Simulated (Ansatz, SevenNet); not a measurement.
## TaSi (model structure, started from the NbAs type, I4₁md, No. 109, 4 atoms in the cell): properties by level of theory

| level (code) | lattice constant a (Å) | c axis length (Å) |
|---|---|---|
| SevenNet-0 | (withheld) | 11.558 |
| LDA (Ansatz) | 3.362 | 11.551 |
| PBE (Ansatz) | (withheld) | (withheld) |
| PBEsol (Ansatz) | 3.387 | 11.613 |
| r²SCAN (Ansatz) | (withheld) | 11.728 |

Question: What belongs in the gaps?

Answer: 
- SevenNet-0, lattice constant a (Å): 3.458
- PBE (Ansatz, a quantum-chemistry and plane-wave program), lattice constant a (Å): 3.414
- PBE (Ansatz), c axis length (Å): 11.748
- r²SCAN (Ansatz), lattice constant a (Å): 3.397

Ansatz's density-functional and Hartree–Fock values are scalar-relativistic unless marked +SOC, with PAW data made under PBE.

A model structure was made by putting elements into a prototype or built by hand; it is no filed structure, need not be a known phase, and can be a saddle point held by its symmetry.
